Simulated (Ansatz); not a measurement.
Worked example: self-consistent single point of Mg2Sn (Fm-3m, 3 atoms in the cell) in Ansatz (a program for electronic structure).

Method: PBEsol, default PAW files made with PBE (plane waves; Ansatz).

```
Mg2Sn
1.0
    0.00000     3.38068     3.38068
    3.38068     0.00000     3.38068
    3.38068     3.38068     0.00000
Mg Sn
2 1
Direct
  0.25000   0.25000   0.25000
  0.75000   0.75000   0.75000
  0.00000   0.00000   0.00000
```

Reference input (self-consistent single point, DFT, PBE, plane waves, default PAW files): kpoints.mp_grid.grid = 9 9 9; hamiltonian.xc = pbe; hamiltonian.pseudopotentials = {kind: paw} (the program's default PAW files); scf.occupations.method = fermi_dirac; scf.occupations.width = 0.02 eV. This run's input differs from it in these lines:

Ansatz 0.2 input:
```diff
@@ -13,3 +13,3 @@
 hamiltonian:
-  xc: pbe
+  xc: pbesol
   pseudopotentials:
```

Output, abridged:

```
SCF iter   1: F=—  HF=-9774.507244 eV  |F-HF|=—  |Δ(HF+E_count)|=         —  Δρ=4.30e-3  dr2=2.21e-2  ethr=1.77e-3  ⟨swp⟩=6.3  Hψ=3667  notcnv=0
all-band conjugate gradients solve this SCF's bands
preconditioner: auto → none
SCF iter   2: F=—  HF=-9774.501119 eV  |F-HF|=—  |Δ(HF+E_count)|=   6.13e-3  Δρ=1.56e-3  dr2=1.59e-3  ethr=6.51e-5  ⟨swp⟩=3.1  Hψ=1417  notcnv=0
SCF iter   3: F=—  HF=-9774.501087 eV  |F-HF|=—  |Δ(HF+E_count)|=   3.21e-5  Δρ=6.90e-4  dr2=2.83e-4  ethr=4.68e-6  ⟨swp⟩=2.0  Hψ=1186  notcnv=0
SCF iter   4: F=—  HF=-9774.501096 eV  |F-HF|=—  |Δ(HF+E_count)|=   9.12e-6  Δρ=7.58e-5  dr2=3.43e-6  ethr=8.33e-7  ⟨swp⟩=2.0  Hψ=879  notcnv=0
SCF iter   5: F=—  HF=-9774.501108 eV  |F-HF|=—  |Δ(HF+E_count)|=   1.25e-5  Δρ=7.25e-6  dr2=2.39e-8  ethr=1.01e-8  ⟨swp⟩=2.8  Hψ=1243  notcnv=0
SCF iter   6: F=-9774.501108 eV  HF=-9774.501108 eV  |F-HF|=1.08e-9  |Δ(HF+E_count)|=   1.53e-8  Δρ=1.67e-6  dr2=1.46e-9  ethr=7.03e-11  ⟨swp⟩=2.2  Hψ=2615  notcnv=0
SCF 1 converged in 6 iterations: F = -9774.501108 eV  dr2 = 1.46e-9
Free energy (F): -9774.501108 eV
Internal energy: -9774.500593 eV  (E = F + TS)
E sigma→0 (E₀):  -9774.500851 eV
Entropy (-TS):   -0.000515 eV (-0.172 meV/atom)
Fermi energy:    6.866080 eV
--- Forces (eV/Å), atoms counted from 1 ---
  atom   1  Mg     0.00000000    -0.00000000     0.00000000
   [... zero for the other atoms too ...]
--- Stress (GPa, compression-positive) ---
       -0.290317       0.000000      -0.000000
        0.000000      -0.290317      -0.000000
       -0.000000       0.000000      -0.290317
  P = ⅓ Tr σ = -0.2903 GPa (-2.903 kbar)
  The stress holds the Pulay correction. Without it, at fixed plane waves, as pw.x and ABINIT print it: P = -0.2994 GPa
```

The run converged in 6 iterations. Against the reference run the pressure goes from 1.04 to -0.29 GPa.

The starting cell has typed, rounded lattice constants, without a prior relaxation at this level. Its lattice was rescaled by a random factor within 2.5 % of one. Ansatz's pressure includes its estimate of the finite-basis (Pulay) stress.
